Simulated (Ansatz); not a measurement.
A computed series for CsPbBr3: response to strain

Take CsPbBr3 in the cubic perovskite structure (space group Pm-3m, No. 221; a = 5.7702 Å) as the base.

Strains are applied to the cell and any free atomic positions relax.

Calculations: Ansatz (a first-principles code), LDA, PAW, cutoff 420 eV, no spin-orbit coupling.

Candidates:
(a) isotropic strain +3.00 %
(b) isotropic strain +1.20 %
(c) isotropic strain +2.40 %

Before the change:

* **Band gap**: 1.17 eV

Task: Order them by band gap, lowest first.

Result: (b) isotropic strain +1.20 % (1.32 eV), (c) isotropic strain +2.40 % (1.46 eV), (a) isotropic strain +3.00 % (1.53 eV)

With Pb present, leaving out spin-orbit coupling can change the band edges. Stability against distortions was not tested. Many cubic perovskites are stable only at high temperature; tilts and polar distortions were not tested. This is not the structure that CsPbBr3 has at room temperature and ambient pressure.
